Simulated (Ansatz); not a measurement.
```yaml
crystal:
  lattice:
    - [0.00000, 4.08777, 4.25105]
    - [2.38010, 0.00000, 4.25105]
    - [2.38010, 4.08777, 0.00000]
  atoms:
    - { symbol: Si, position: [0.66374, 0.33626, 0.66374] }
    - { symbol: Si, position: [0.33626, 0.66374, 0.33626] }
    - { symbol: Si, position: [0.58626, 0.91374, 0.58626] }
    - { symbol: Si, position: [0.91374, 0.58626, 0.91374] }
    - { symbol: Ti, position: [0.00000, 0.00000, 0.00000] }
    - { symbol: Ti, position: [0.25000, 0.25000, 0.25000] }
```

### Question
List the harmonic phonon frequencies (cm⁻¹; finite displacements on a 4×4×4 mesh, PBEsol in Ansatz, a program for electronic structure, k mesh 12×12×12, methfessel-paxton smearing of 0.15 eV) at q = (0.000, -0.500, -0.500), (0.250, 0.000, 0.250), (0.000, 0.000, -0.500), in fractions of this cell's reciprocal vectors. At Γ leave out the LO-TO shift.

### Answer

- (0.000, -0.500, -0.500): 207, 207, 214, 214, 235, 235, 272, 272, 279, 279, 330, 330, 334, 334, 358, 358, 364, 364
- (0.250, 0.000, 0.250): 83, 106, 171, 171, 221, 227, 227, 241, 245, 263, 290, 311, 331, 331, 391, 398, 416, 437
- (0.000, 0.000, -0.500): 174, 198, 202, 210, 219, 226, 232, 249, 299, 303, 306, 313, 325, 325, 353, 384, 409, 412

The PAW data sets were generated under PBE and serve the other functionals too.
